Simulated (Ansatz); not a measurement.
FeOOH (Pnma, No. 62; cell taken from a computed entry), treated with PBEsol (Ansatz, a quantum-chemistry and plane-wave program, PAW).

Settings: plane-wave cutoff 500 eV, 4×14×10 k mesh (along the axes of the cell as run), Fermi–Dirac smearing 0.05 eV, spin-polarised start, scalar-relativistic PAW data made under PBE.

Computed at the level's own relaxed cell.

**Question.** Give the computed volume per atom.

**Answer.** 
- volume per atom: 7.13 Å³/atom

Note: the magnetic order was assumed, not searched for or taken from measurement; the relaxation could not lower the start's symmetry, so the cell can be a saddle point above a distorted one.

The computed numbers hold no vibrational or temperature effects.
